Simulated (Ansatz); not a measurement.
**A computed series for GaN: pressure series**

Start from GaN in the zinc blende structure (space group F-43m, No. 216; a = 4.5485 Å).

Cell and atoms are relaxed at each pressure.

Method: Ansatz (an electronic-structure program), PBE, PAW, cutoff 420 eV, scalar-relativistic without spin-orbit coupling.

```json
[
 {"pressure (GPa)": "-2", "volume per atom (Å³/atom)": "11.904"},
 {"pressure (GPa)": "-1", "volume per atom (Å³/atom)": "11.833"},
 {"pressure (GPa)": "0", "volume per atom (Å³/atom)": "11.763"},
 {"pressure (GPa)": "1.8", "volume per atom (Å³/atom)": "11.644"},
 {"pressure (GPa)": "4.2", "volume per atom (Å³/atom)": "?"},
 {"pressure (GPa)": "18", "volume per atom (Å³/atom)": "10.789"},
 {"pressure (GPa)": "30", "volume per atom (Å³/atom)": "10.321"},
 {"pressure (GPa)": "45", "volume per atom (Å³/atom)": "9.851"},
 {"pressure (GPa)": "60", "volume per atom (Å³/atom)": "9.466"}
]
```

Q: Fit the third-order Birch–Murnaghan form P(V) = (3B₀/2)[(V₀/V)^(7/3) − (V₀/V)^(5/3)]·[1 + (3/4)(B₀′ − 4)((V₀/V)^(2/3) − 1)] (squares taken in P) to the rows shown and predict the withheld row.

A: Least squares on the printed values gives V₀ = 11.763 Å³/atom, B₀ = 173 GPa, B₀′ = 4.3; this predicts 11.495 Å³/atom, and the run gives 11.494 Å³/atom, in agreement.

Load acts through the strain it causes; cell and atoms are relaxed under it. Stability against distortions was not tested. Tetrahedral semiconductors of this kind turn to denser phases somewhere between about 1 and 50 GPa; those were not computed, so compressed cells here can lie past the real transition. This is not the structure that GaN has at room temperature and ambient pressure.
